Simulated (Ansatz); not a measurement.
**PbSnS2 (within 0.1 Å of Cc, No. 9, 8 atoms in the cell; start mp-1218961)**

These are HSE06 (plane waves, PAW; Ansatz, a first-principles code) values and carry that method's errors.

Settings: plane-wave cutoff 460 eV, 6×6×2 k mesh (along the axes of the cell as run), Fermi–Dirac smearing 0.01 eV, scalar-relativistic PAW data made under PBE.

Cell (relaxed with PBE-D3(BJ)):

```yaml
crystal:
  lattice:
    - [4.14518, -0.00326, -0.05010]
    - [-0.00761, 4.14293, -0.12519]
    - [-1.48600, -1.28031, 11.51383]
  atoms:
    - { symbol: Sn, position: [0.65313, 0.30198, 0.12627] }
    - { symbol: Sn, position: [0.80193, 0.15298, 0.62628] }
    - { symbol: Pb, position: [0.37433, 0.70729, 0.88461] }
    - { symbol: Pb, position: [0.20741, 0.87454, 0.38462] }
    - { symbol: S, position: [0.31071, 0.58018, 0.63976] }
    - { symbol: S, position: [0.68172, 0.39063, 0.34929] }
    - { symbol: S, position: [0.89052, 0.18168, 0.84930] }
    - { symbol: S, position: [0.08025, 0.81072, 0.13977] }
```

For PbSnS2 (within 0.1 Å of Cc, No. 9, 8 atoms in the cell; start mp-1218961), the band gap is 1.27 eV (on the SCF k mesh). The smallest direct gap on the k points sampled comes out as 1.67 eV. The direct gap at Γ is 2.08 eV.

Note: cell and atoms aren't relaxed at this level (pressure 0.7 GPa).

Spin–orbit coupling is not included; with these elements it can move the gap by several tenths of an eV or more.

Static lattice: no zero-point or thermal effects.

A start named mp-… is a Materials Project structure, which need not be a measured phase.
